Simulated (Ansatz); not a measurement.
K3Sb (space group P6_3/mmc, No. 194)

```
K3Sb
1.0
    6.01479     0.00000     0.00000
   -3.00740     5.20897     0.00000
    0.00000     0.00000    10.67683
Sb K
2 6
Direct
  0.33333   0.66667   0.25000
  0.66667   0.33333   0.75000
  0.00000   0.00000   0.25000
  0.00000   0.00000   0.75000
  0.33333   0.66667   0.58169
  0.66667   0.33333   0.08169
  0.33333   0.66667   0.91831
  0.66667   0.33333   0.41831
```

The values are results of plane-wave PAW DFT at the PBEsol level (Ansatz, a program for electronic structure, 420 eV), without spin-orbit coupling, not measurements. Settings: 9×9×5 k-points, 0.05 eV Fermi–Dirac smearing.

| Property | Result |
|---|---|
| Volume per atom | 41.81 Å³ |
| Density | 2.37 g/cm³ |
| Band gap | 0.43 eV, indirect, M → Γ |
| Electron mass | 0.091 mₑ along c, 0.13 mₑ across |
| Total energy | -2739.455 eV/atom (σ→0; compares only within this code and set-up) |

With Sb present, leaving out spin-orbit coupling can change the band edges. Masses are band curvatures over ±0.01 Å⁻¹ around the edge. Stability against distortions was not tested.
